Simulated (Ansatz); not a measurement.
## HfSi2, response to strain

Base system: HfSi₂ (space group Cmcm, No. 63; a = 3.650 Å, b = 14.350 Å, c = 3.635 Å). Axes: x, y, z lie along a, b, c of the conventional cell.

Strains are applied to the cell and any free atomic positions relax; under biaxial strain the out-of-plane vector relaxes too.

All numbers come from PBEsol (Ansatz, a first-principles code), scalar-relativistic without spin-orbit coupling.

Notes on the quantities. pressure: mean of the normal stresses, compression positive; energy relative to the base: free energy F.

```json
[
 {"case": "base", "pressure": "0.0 GPa", "volume per atom": "15.87 Å³", "energy relative to the base": "0 meV/atom"},
 {"case": "biaxial strain −3.92 %, plane normal [001], relaxed out of plane", "pressure": "7.3 GPa", "volume per atom": "15.05 Å³", "energy relative to the base": "+41 meV/atom"},
 {"case": "biaxial strain −3.18 %, plane normal [001], relaxed out of plane", "pressure": "5.9 GPa", "volume per atom": "15.19 Å³", "energy relative to the base": "+27 meV/atom"},
 {"case": "biaxial strain +4.68 %, plane normal [001], relaxed out of plane", "pressure": "-6.5 GPa", "volume per atom": "16.90 Å³", "energy relative to the base": "+49 meV/atom"},
 {"case": "isotropic strain −2.96 %", "pressure": "15.4 GPa", "volume per atom": "14.50 Å³", "energy relative to the base": "+61 meV/atom"},
 {"case": "isotropic strain +4.33 %", "pressure": "-13.8 GPa", "volume per atom": "18.02 Å³", "energy relative to the base": "+103 meV/atom"},
 {"case": "uniaxial strain ε_xx = +0.65 %", "pressure": "-0.9 GPa", "volume per atom": "15.97 Å³", "energy relative to the base": "+0.5 meV/atom"},
 {"case": "uniaxial strain ε_zz = −4.46 %", "pressure": "8.2 GPa", "volume per atom": "15.16 Å³", "energy relative to the base": "+31 meV/atom"},
 {"case": "uniaxial strain ε_zz = +1.77 %", "pressure": "-2.7 GPa", "volume per atom": "16.15 Å³", "energy relative to the base": "+4.4 meV/atom"},
 {"case": "tensor shear ε_xz = +2.42 %", "pressure": "0.6 GPa", "volume per atom": "15.86 Å³", "energy relative to the base": "+16 meV/atom"}
]
```

Without a gap, meshes like the base's 13×13×13 leave anisotropic stresses uncertain by several tenths of a GPa, and small strain energies with them. No phonon test of stability was made. All final runs are without spin polarisation.
